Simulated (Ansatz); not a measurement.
Defect: Si vacancy in tetragonal WSi2, neutral cell. The step: one Si atom jumps into the vacancy from a nearby Si site; the atom moves 2.33 Å along (0.43, -0.43, -0.16) of the unit cell; the moving atom starts with neighbours 2 Si at 2.59, Si at 2.66, Si at 2.74, 2 Si at 3.01, 2 Si at 3.34; W at 2.58, W at 2.62, 2 W at 2.66, W at 2.78 Å and ends with 2 Si at 2.59, Si at 2.66, Si at 2.74, 2 Si at 3.01, 2 Si at 3.34; W at 2.58, W at 2.62, 2 W at 2.66, W at 2.78 Å. A PBE band in Ansatz (plane-wave PAW, a 3×3×3 k-point mesh shifted by half a step, 54 host sites, 22 SCF runs with any check of the saddle's order, static, no finite-size correction) gives a forward barrier of 0.60 eV. The saddle point's order was not checked, and it lies on a symmetry element of the cell, where a band can be held. Forms of the defect that were not tried may lie lower.

Single points at the band's start and saddle point can refine it. Rough cost of one point, in units of the band's mean SCF on the same machine:

| Level | Cost of one point |
|---|---|
| PBE, a 4×4×5 k-point mesh shifted by half a step | about 3 |
| r2SCAN at 500 eV, a 3×3×3 k-point mesh shifted by half a step | under 2 |

### Question
Which of these move the barrier by more than 0.1 eV, and how far does each move it?

### Answer
Not one does. PBE, a 4×4×5 k-point mesh shifted by half a step: 0.00 eV; r2SCAN at 500 eV, a 3×3×3 k-point mesh shifted by half a step: +0.01 eV. Each functional is compared with PBE at the same k-points.

Ansatz is a program for electronic structure.
